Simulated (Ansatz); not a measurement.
Output of an Ansatz run (abridged):

```
WARN ansatz: RAYON_NUM_THREADS=1 ignored (pool sized by the plan → 1); use --threads N
basis.fft_grid_basis auto: the FFT boxes are laid along the combinations [[1, 0, 1], [0, 1, 1], [0, 0, 1]] of the cell's own vectors, 5.015, 5.015 and 9.487 Å …
Pseudopotentials: kind: paw
Pseudopotential: Sr, paw, valence charge 10
Pseudopotential: Bi, paw, valence charge 15
Pseudopotential: O, paw, valence charge 6
Crystal: 7 atoms, lattice volume = 221.308 Å³
Basis set: ecut = 420 eV, 4305 PW (Γ), FFT grids on a1+a3, a2+a3, a3
Bands: 46, of which v1, the nominal top of the filled ones, is band 38 counted from 1 (37 counted from 0)
Symmetry: 8 space group operations
Space group: I4mm (ITA 107), of the structure as read, at distance tolerance 6.0e-5 Å
k-points: 18 of 125 (time reversal used)
PAW frozen core: Sr, regenerated for the run's functional, and the local potential with it
PAW frozen core: Bi, regenerated for the run's functional, and the local potential with it
PAW frozen core: O, regenerated for the run's functional, and the local potential with it
Initial density: superposition of atomic densities (neutral atoms: chi_scale 0, normalization atom), corrected by the library's trained network
Initial wavefunctions: pseudopotential atomic-orbital guess
Eigensolver: davidson
Functional: x = slater, c = lda
SCF iter   1: F=—  HF=-38512.804493 eV  |F-HF|=—  |Δ(HF+E_count)|=         —  Δρ=8.54e-3  dr2=1.65e-1  ethr=1.77e-3  ⟨swp⟩=12.9  Hψ=4790  notcnv=0
all-band conjugate gradients solve this SCF's bands
preconditioner: auto → Resta (q_TF=auto, 2.283 Å⁻¹)
SCF iter   2: F=—  HF=-38512.777668 eV  |F-HF|=—  |Δ(HF+E_count)|=   2.68e-2  Δρ=4.89e-3  dr2=3.09e-2  ethr=2.17e-4  ⟨swp⟩=2.9  Hψ=1591  notcnv=0  defer=38
SCF iter   3: F=—  HF=-38512.771366 eV  |F-HF|=—  |Δ(HF+E_count)|=   6.30e-3  Δρ=1.59e-3  dr2=3.34e-3  ethr=4.07e-5  ⟨swp⟩=2.6  Hψ=1332  notcnv=0  defer=40
SCF iter   4: F=—  HF=-38512.770671 eV  |F-HF|=—  |Δ(HF+E_count)|=   6.95e-4  Δρ=2.27e-4  dr2=1.65e-4  ethr=4.40e-6  ⟨swp⟩=2.6  Hψ=1278  notcnv=0  defer=40
SCF iter   5: F=—  HF=-38512.770635 eV  |F-HF|=—  |Δ(HF+E_count)|=   3.62e-5  Δρ=6.78e-5  dr2=1.79e-5  ethr=2.18e-7  ⟨swp⟩=2.0  Hψ=1346  notcnv=0  defer=40
SCF iter   6: F=—  HF=-38512.770854 eV  |F-HF|=—  |Δ(HF+E_count)|=   2.19e-4  Δρ=2.91e-5  dr2=1.85e-6  ethr=2.36e-8  ⟨swp⟩=2.0  Hψ=1409  notcnv=0  defer=40
SCF iter   7: F=-38512.770854 eV  HF=-38512.770854 eV  |F-HF|=1.69e-8  |Δ(HF+E_count)|=   2.39e-7  Δρ=5.15e-6  dr2=7.12e-8  ethr=1.32e-10  ⟨swp⟩=11.7  Hψ=4520  notcnv=0
SCF 1 converged in 7 iterations: F = -38512.770854 eV  dr2 = 7.12e-8
SCF converged after 7 iterations
Free energy (F): -38512.770854 eV
Harris-Foulkes:  -38512.770854 eV  (|F-HF|=1.69e-8)
Internal energy: -38512.770854 eV  (E = F + TS)
E sigma→0 (E₀):  -38512.770854 eV
Fermi energy:    8.348705 eV
--- Per-component energies (eV) ---
  E_band       = -624.919596
  E_kinetic    = 1765.017279
  E_local      = -6507.092269  (includes V_loc(G=0)·N_el)
  E_nonlocal   = 1996.156387
  E_hartree    = 1970.016666
  E_xc         = -1059.386169
  E_vxc        = -1029.659894  (∫ρ·V_xc dr)
  E_paw        = -31242.361467  (= ΣΔE_a)
  E_vpaw       = -789.379252  (= ΣTr[D̂ρ^β])
  E_aug_tail   = 0.001375  (compensation charges beyond the density's cutoff)
  E_ewald      = -5436.386350
  E_core_change = 1.263694  (= ΣΔE_core)
  E_smearing   = -0.000000  (= −TS)
  E_closure    = 0.000000  (closes the sum)
  Σ components = -38512.770854   (vs F -38512.770854, Δ=0.00e0)
--- Forces (eV/Å), atoms counted from 1 ---
  atom   1  Sr     0.00000000     0.00000000     0.15111067
  atom   2  Sr    -0.00000000     0.00000000    -0.02528020
  atom   3  Sr     0.00000000     0.00000000    -0.02422849
  atom   4  Sr    -0.00000000     0.00000000    -0.02422849
  atom   5  Bi    -0.00000000     0.00000000    -0.07681694
  atom   6  Bi     0.00000000    -0.00000000     0.07174015
  atom   7  O      0.00000000     0.00000000    -0.07230817
  max |Σ_I F_I| component: 1.15e-5 eV/Å
--- Stress (GPa, compression-positive) ---
       -2.773667      -0.000000      -0.000000
       -0.000000      -2.773667      -0.000000
       -0.000000      -0.000000      -2.601593
  P = ⅓ Tr σ = -2.7163 GPa (-27.163 kbar)
  The stress holds the Pulay correction. Without it, at fixed plane waves, as pw.x and ABINIT print it: P = -2.8015 GPa
--- Band table (eV; the first three rows and the last of 18) ---
  k-point 0: bands = ["-27.6864", "-27.4647", "-26.9488", "-26.8377", "-13.3433", "-13.3431", "-13.3392", "-13.3392", "-13.3335", "-13.3040", "-13.2947", "-13.2944", "-13.2944", "-13.2847", "-9.8134", "-9.7150", "-9.6991", "-9.6991", "-9.5212", [...]
  k-point 1: bands = ["-27.6860", "-27.4641", "-26.9290", "-26.8562", "-13.3455", "-13.3432", "-13.3392", "-13.3390", "-13.3318", "-13.3045", "-13.2967", "-13.2944", "-13.2943", "-13.2829", "-10.2320", "-9.7412", "-9.7062", "-9.6944", "-9.5234", [...]
  k-point 2: bands = ["-27.6853", "-27.4633", "-26.8966", "-26.8859", "-13.3449", "-13.3425", "-13.3394", "-13.3392", "-13.3287", "-13.3036", "-13.2963", "-13.2943", "-13.2943", "-13.2798", "-10.7520", "-9.7277", "-9.7219", "-9.7130", "-9.5361", [...]
  k-point 17: bands = ["-27.6862", "-27.4644", "-26.9379", "-26.8480", "-13.3446", "-13.3434", "-13.3392", "-13.3392", "-13.3326", "-13.3045", "-13.2963", "-13.2944", "-13.2942", "-13.2838", "-10.0019", "-9.7425", "-9.7093", "-9.6959", "-9.5315", [...]
```

The structure:

```
CELL_PARAMETERS angstrom
     -2.50747     2.50747     8.79961
      2.50747    -2.50747     8.79961
      2.50747     2.50747    -8.79961
ATOMIC_POSITIONS crystal
  Sr 0.83497 0.83497 0.00000
  Sr 0.17023 0.17023 0.00000
  Sr 0.99808 0.49808 0.50000
  Sr 0.49808 0.99808 0.50000
  Bi 0.63778 0.63778 0.00000
  Bi 0.36026 0.36026 0.00000
  O  0.99020 0.99020 0.00000
```

Question: Reconstruct the input of this run.

Answer: Other spellings and defaults could give the same log, and not every line can be read from it. The input that was run (DFT, LDA (PW92), plane waves, default PAW files made with PBE):

Ansatz 0.2 input:
```yaml
# Sr4Bi2O
crystal:
  lattice:
    - [-2.50747500, 2.50747500, 8.79960700]
    - [2.50747500, -2.50747500, 8.79960700]
    - [2.50747500, 2.50747500, -8.79960700]
  atoms:
    - { symbol: Sr, position: [0.83497000, 0.83497000, 0.00000000] }
    - { symbol: Sr, position: [0.17023000, 0.17023000, 0.00000000] }
    - { symbol: Sr, position: [0.99808000, 0.49808000, 0.50000000] }
    - { symbol: Sr, position: [0.49808000, 0.99808000, 0.50000000] }
    - { symbol: Bi, position: [0.63778000, 0.63778000, 0.00000000] }
    - { symbol: Bi, position: [0.36026000, 0.36026000, 0.00000000] }
    - { symbol: O, position: [0.99020000, 0.99020000, 0.00000000] }
basis:
  ecutwfc: 420.0 eV
kpoints:
  mp_grid: { grid: [5, 5, 5] }
hamiltonian:
  xc: lda
  pseudopotentials: { kind: paw }
scf:
  occupations: { method: fermi_dirac, width: 0.02 eV }
output:
  forces: true
  eigenvalues: true
  stress: true
```

The starting cell comes from a database of computed structures (which also holds hypothetical and non-ambient phases and stackings), without a prior relaxation at this level. Its lattice was rescaled by up to half a per cent. Spin-orbit coupling is off. Ansatz's pressure includes its estimate of the finite-basis (Pulay) stress.

Ansatz is a first-principles code.
